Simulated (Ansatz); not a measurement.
Input and output of a self-consistent single point for SrAg2 (Imm2, 6 atoms in the cell) (Ansatz, a first-principles code).

Method of the run: LDA (PW92), default PAW files made with PBE (plane waves; Ansatz).

```xyz
6
Lattice="-2.3694 3.8619 4.1365 2.3694 -3.8619 4.1365 2.3694 3.8619 -4.1365" Properties=species:S:1:pos:R:3 pbc="T T T"
Sr     0.0000     1.9309     0.4224
Sr     2.3694     1.9309     3.7641
Ag     2.3694     3.4402    -1.3428
Ag     0.0000     0.4216     5.4792
Ag     0.0000     4.2835     2.7937
Ag     2.3694    -0.4216     1.3428
```

Reference input (self-consistent single point, DFT, LDA (PW92), plane waves, default PAW files made with PBE): basis.ecutwfc = 30.9 Ry; kpoints.mp_grid.grid = 5 5 5; hamiltonian.xc = lda; hamiltonian.pseudopotentials = {kind: paw} (the program's default PAW files); scf.occupations.method = gaussian; scf.occupations.width = 0.0073 Ry. This run's input differs from it in these lines:

Ansatz 0.2 input:
```diff
@@ -15,3 +15,3 @@
 kpoints:
-  mp_grid: { grid: [5, 5, 5] }
+  mp_grid: { grid: [8, 8, 8] }
 hamiltonian:
@@ -20,3 +20,3 @@
 scf:
-  occupations: { method: gaussian, width: 0.0073 Ry }
+  occupations: { method: methfessel_paxton, width: 0.0015 Ry }
 output:
```

Log, with long lists cut:

```
SCF iter   1: F=—  HF=-36722.876325 eV  |F-HF|=—  |Δ(HF+E_count)|=         —  Δρ=9.16e-3  dr2=1.13e-1  ethr=1.77e-3  ⟨swp⟩=8.3  Hψ=24554  notcnv=0  defer=11
all-band conjugate gradients solve this SCF's bands
preconditioner: auto → Kerker (q_TF=auto, 2.529 Å⁻¹)
SCF iter   2: F=—  HF=-36722.849462 eV  |F-HF|=—  |Δ(HF+E_count)|=   2.69e-2  S|Δr|=    0.00e0  Δρ=3.09e-3  dr2=9.02e-3  ethr=1.18e-4  ⟨swp⟩=2.0  Hψ=9190  notcnv=0  defer=400
   [... lines left out ...]
SCF iter   6: F=—  HF=-36722.846674 eV  |F-HF|=—  |Δ(HF+E_count)|=   1.65e-4  S|Δr|=    0.00e0  Δρ=1.76e-5  dr2=1.23e-6  ethr=1.45e-8  ⟨swp⟩=2.0  Hψ=7702  notcnv=0  defer=400
SCF iter   7: F=—  HF=-36722.846674 eV  |F-HF|=—  |Δ(HF+E_count)|=   2.23e-7  S|Δr|=    0.00e0  Δρ=1.02e-5  dr2=1.71e-7  ethr=1.28e-9  ⟨swp⟩=2.0  Hψ=7945  notcnv=0  defer=400
SCF iter   8: F=-36722.846674 eV  HF=-36722.846674 eV  |F-HF|=4.17e-8  |Δ(HF+E_count)|=   2.58e-8  S|Δr|=    0.00e0  Δρ=5.40e-6  dr2=5.26e-8  ethr=1.04e-10  ⟨swp⟩=10.9  Hψ=24752  notcnv=0
SCF 1 converged in 8 iterations: F = -36722.846674 eV  dr2 = 5.26e-8
Stability not checked (fill_not_monotonic)
Free energy (F): -36722.846674 eV
Internal energy: -36722.846636 eV  (E = F + TS)
E sigma→0 (E₀):  -36722.846664 eV
Entropy (-TS):   -0.000038 eV (-0.006 meV/atom)
Fermi energy:    11.287183 eV
--- Forces (eV/Å), atoms counted from 1 ---
  atom   1  Sr     0.00000000     0.00000000    -0.21280846
  atom   2  Sr     0.00000000     0.00000000     0.10802171
  atom   3  Ag     0.00000000    -0.07377480     0.03940257
  atom   4  Ag     0.00000000     0.05440041     0.01298395
  atom   5  Ag     0.00000000     0.07377480     0.03940257
  atom   6  Ag     0.00000000    -0.05440041     0.01298395
--- Stress (GPa, compression-positive) ---
       -3.646316       0.000000       0.000000
        0.000000      -3.835438       0.000000
        0.000000       0.000000      -3.876848
  P = ⅓ Tr σ = -3.7862 GPa (-37.862 kbar)
  The stress holds the Pulay correction. Without it, at fixed plane waves, as pw.x and ABINIT print it: P = -3.7963 GPa
```

The run converged in 8 iterations. Against the reference run the free energy drops by 7.2 meV/atom, the pressure stays near -3.79 GPa while the xx stress (positive for compression) goes from -3.03 to -3.65 GPa and the largest force goes from 0.226 to 0.213 eV/Å.

The starting cell comes from a database of computed structures (which also holds hypothetical and non-ambient phases and stackings), without a prior relaxation at this level. Its lattice was rescaled by up to half a per cent. One atom was moved a little off its site on purpose. With a pressure of about -4 GPa the cell is away from its equilibrium volume at this level. Ansatz's pressure includes its estimate of the finite-basis (Pulay) stress.

Cost on one core of a shared machine: roughly 60 s.
